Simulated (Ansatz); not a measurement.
# CdS: Cd → Re

Start from CdS in the zinc blende structure (space group F-43m, No. 216; a = 5.878 Å).

One thing is altered: full substitution Cd → Re; the structure is relaxed again.

Method: DFT with r2SCAN, PAW potentials and a 500 eV plane-wave cutoff in Ansatz (a program for electronic structure), no spin-orbit coupling. Settings: 15×15×15 k-points, 0.05 eV Fermi–Dirac smearing, for the changed cell.

The volume per atom drops by 7.716 Å³ (25.38 Å³ → 17.67 Å³) and the density increases by 5.53 g/cm³ (4.73 g/cm³ → 10.26 g/cm³). The lattice parameter a decreases by 0.669 Å (5.878 Å → 5.209 Å) and the shortest interatomic distance decreases by 0.2896 Å, from 2.545 Å to 2.256 Å. The band gap changes from 1.54 eV to zero.

Final structure:

```
CELL_PARAMETERS angstrom
      0.00000     2.60450     2.60450
      2.60450     0.00000     2.60450
      2.60450     2.60450     0.00000
ATOMIC_POSITIONS crystal
  S  0.25000 0.25000 0.25000
  Re 0.00000 0.00000 0.00000
```

Cost of the whole job for the changed cell (relaxation, final SCF and bands): very roughly 100 core-seconds.

Whether these cells are dynamically stable was not tested. As relaxed here, ReS is a hypothetical phase, not in the database extracts checked. All final runs are without spin polarisation. An odd electron count without spin: ReS. ReS has a high density of states at the Fermi level and may be magnetic at this level.
